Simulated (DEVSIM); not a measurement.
Structure: Ti/SiON/p-Ge capacitor, at 250 K.

```csv
layer (left to right),material,thickness (nm),Na (cm⁻³)
1,SiON,3.30,-
2,Ge,670,7.9e17
```

Metal gate on the left, work function 4.33 eV. Fixed charge at the semiconductor interface 8.2e11 cm⁻² (in units of +e); no interface traps.

This is a model device: material constants are rounded textbook-type values typed into the input, and sizes, dopings and lifetimes were drawn at random. Values at 300 K; Nc and Nv go as T^1.5, mobilities as T to minus their exponent, the gap by Varshni's rule with the affinity fixed.

| parameter | SiON | Ge |
|---|---|---|
| gap (eV) | 7 | 0.664 |
| affinity (eV) | 1.4 | 4 |
| permittivity | 5.5 | 16 |
| Nc (cm⁻³) | - | 1.04e19 |
| Nv (cm⁻³) | - | 6e18 |
| Varshni α (eV/K) | - | 0.000477 |
| Varshni β (K) | - | 235 |

Model (solved in DEVSIM): 1D Poisson equation in equilibrium, Boltzmann statistics, complete ionisation; no quantum confinement or tunnelling. Metal contacts follow the ideal Schottky-Mott rule: no Fermi-level pinning, no interface dipoles.

The interface trap density was swept, all else fixed.

| interface trap density (cm^-2 eV^-1) | threshold voltage (band bending 2φF) (V) | minimum of the low-frequency capacitance (μF/cm²) | flat-band voltage (V) |
|---|---|---|---|
| 0 | 0.50 | 0.337 | -0.40 |
| 1e10 | 0.50 | 0.338 | -0.40 |
| 1e11 | 0.51 | 0.347 | -0.41 |
| 3e11 | 0.52 | 0.365 | -0.41 |
| 1e12 | 0.55 | 0.427 | -0.42 |
| 2e12 | 0.60 | 0.504 | -0.44 |

From the first row to the last the threshold voltage (band bending 2φF) goes from 0.50 to 0.60. From the first row to the last the minimum of the low-frequency capacitance goes from 0.337 to 0.504.
